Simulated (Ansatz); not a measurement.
Results of PBE (Ansatz, a quantum-chemistry and plane-wave program, plane waves, PAW) for antifluorite K2S.

Settings: plane-wave cutoff 520 eV, 8×8×8 k mesh, Fermi–Dirac smearing 0.01 eV, scalar-relativistic PAW data made under PBE.

Computed at the level's own relaxed cell.

```
K2S
1.0
    0.00000     3.73142     3.73142
    3.73142     0.00000     3.73142
    3.73142     3.73142     0.00000
K S
2 1
Cartesian
  1.86571   1.86571   1.86571
  5.59713   5.59713   5.59713
  0.00000   0.00000   0.00000
```

Task: List the 11 lowest band energies at Γ above −25 eV (eV, relative to the valence band maximum), grouping those that round alike.

Result: At Γ: -12.85 (×3), -12.63 (×3), -9.59, -0.18 (×3), 2.32.

Note: the run warned that its SCF threshold was loose for the stress.
